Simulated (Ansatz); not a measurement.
## BN in the h-BN type structure (space group P6_3/mmc, No. 194; layered, stacked along the Cartesian z axis)

```
CELL_PARAMETERS angstrom
      2.49985     0.00000     0.00000
     -1.24992     2.16493     0.00000
      0.00000     0.00000     6.41293
ATOMIC_POSITIONS crystal
  B  0.33333 0.66667 0.25000
  B  0.66667 0.33333 0.75000
  N  0.33333 0.66667 0.75000
  N  0.66667 0.33333 0.25000
```

All numbers come from PBEsol-D3(BJ) in Ansatz (plane waves to 420 eV, PAW, without spin-orbit coupling), earlier PAW set. Γ-centred 15×15×5 mesh, Fermi–Dirac width 0.05 eV.

The volume per atom is 8.68 Å³ and the density comes out as 2.37 g/cm³. The band gap is 4.08 eV, indirect, k = (0.267, 1/3, 0) in the run's primitive reciprocal basis → M and the total energy is -266.994 eV/atom (σ→0; compares only within this code and set-up).

Whether these cells are dynamically stable was not tested.

Ansatz is a program for electronic structure.
